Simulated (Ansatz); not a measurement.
Take a 20-atom supercell of KTaO3 in the cubic perovskite structure (space group Pm-3m, No. 221; a = 3.985 Å) at its relaxed geometry as the base.

Calculations: PBEsol (Ansatz, a program for electronic structure; PAW; 420 eV plane waves; no spin-orbit coupling).

Before the change:

```
Quantity               Result
--------------------  -------
Gap of the supercell  2.14 eV
Pressure              0.0 GPa
```

Now apply this change: one K atom is replaced by O, atoms relaxed at fixed cell, starting from a slightly rattled geometry.

Estimate the effect on the total moment of the cell, gap of the supercell and pressure.

The total moment of the cell amounts to 3.0 μB; the gap of the supercell decreases by 1.26 eV to 0.88 eV; the pressure goes from zero to -0.3 GPa.

The magnetic state is the one reached from the starting moments; the real material's order can differ, and small cells can't hold many antiferromagnetic ones. The cell is small, so the values are those of an ordered compound at a high defect concentration; dilute-limit values will differ. Spin-orbit coupling, missing from the scalar runs, can matter with Ta. The defect cell is spin-polarised and ends with 3.0 μB.
